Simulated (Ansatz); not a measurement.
Partial pair distribution functions of a relaxed model of amorphous Si$_{20}$B$_{10}$N$_{30}$Hf, broadened by 0.06 Å; density 2.78 g/cm³. The numbers are results of PBE, scalar-relativistic without spin-orbit coupling (plane waves to 420 eV, PAW; Ansatz, a program for electronic structure), not measurements. The usual formal charges leave 24 electrons over, so the level spacing at the Fermi energy parts defect or band states and needn't be the band gap.

The cell was made by melting and quenching with the CHGNet potential and then relaxed with DFT. N atoms were pushed apart under 1.9 Å during the dynamics, to hinder bonds among them. The hot cell started wider than the set density and was brought back towards it in steps. It is the lowest in DFT energy of 2 quenches. It is a model cell: composition and starting density were chosen by hand, and all elements were melted together. No dispersion term was used. Its density started from a set value of 2.70 and ended at 2.78 g/cm³. The quench (nominally 760 K/ps over its main leg) was far faster than any real one, so the model tends to hold more defects than a real film. Values belong to this one cell and scatter from quench to quench. Volume and shape were free in the relaxation. On a 2×2×2 Γ-centred mesh force components of up to 0.29 eV/Å stay, since the relaxation ran on the zone centre alone.

| r (Å) | g Si-N | g B-N | g Si-Si | g B-B |
|---|---|---|---|---|
| 1.15 | 0.00 | 0.01 | 0.00 | 0.00 |
| 1.25 | 0.00 | 0.63 | 0.00 | 0.00 |
| 1.35 | 0.00 | 4.63 | 0.00 | 0.00 |
| 1.45 | 0.00 | 12.96 | 0.00 | 0.00 |
| 1.55 | 0.20 | 6.08 | 0.00 | 0.00 |
| 1.65 | 3.84 | 0.33 | 0.00 | 0.00 |
| 1.75 | 10.30 | 0.00 | 0.00 | 0.00 |
| 1.85 | 4.39 | 0.00 | 0.00 | 0.00 |
| 1.95 | 0.45 | 0.00 | 0.00 | 0.00 |
| 2.05 | 0.01 | 0.00 | 0.00 | 0.00 |
| 2.15 | 0.00 | 0.00 | 0.02 | 0.01 |
| 2.25 | 0.00 | 0.00 | 0.41 | 0.47 |
| 2.35 | 0.00 | 0.00 | 1.17 | 2.59 |
| 2.45 | 0.00 | 0.06 | 1.89 | 2.47 |
| 2.55 | 0.09 | 0.21 | 0.61 | 2.54 |
| 2.65 | 0.28 | 0.05 | 0.09 | 1.59 |
| 2.75 | 0.19 | 0.13 | 0.80 | 0.79 |
| 2.85 | 0.46 | 0.44 | 1.53 | 0.80 |
| 2.95 | 0.69 | 0.59 | 1.71 | 0.06 |
| 3.05 | 0.74 | 0.80 | 2.38 | 0.00 |
| 3.15 | 1.19 | 1.19 | 2.05 | 0.02 |
| 3.25 | 1.36 | 1.44 | 1.67 | 0.45 |
| 3.35 | 1.09 | 1.37 | 0.51 | 0.58 |
| 3.45 | 1.17 | 1.19 | 0.42 | 0.05 |
| 3.55 | 0.89 | 0.59 | 0.56 | 0.07 |
| 3.65 | 1.12 | 1.01 | 0.81 | 0.94 |
| 3.75 | 1.32 | 2.23 | 0.78 | 1.51 |
| 3.85 | 1.34 | 1.94 | 0.86 | 1.25 |
| 3.95 | 1.32 | 1.35 | 0.92 | 2.06 |
| 4.05 | 1.36 | 1.36 | 0.83 | 1.83 |
| 4.15 | 1.38 | 1.02 | 0.83 | 0.44 |
| 4.25 | 1.05 | 0.91 | 0.67 | 1.36 |

Within 2.06 Å each Si has 2.95 N neighbours on average.
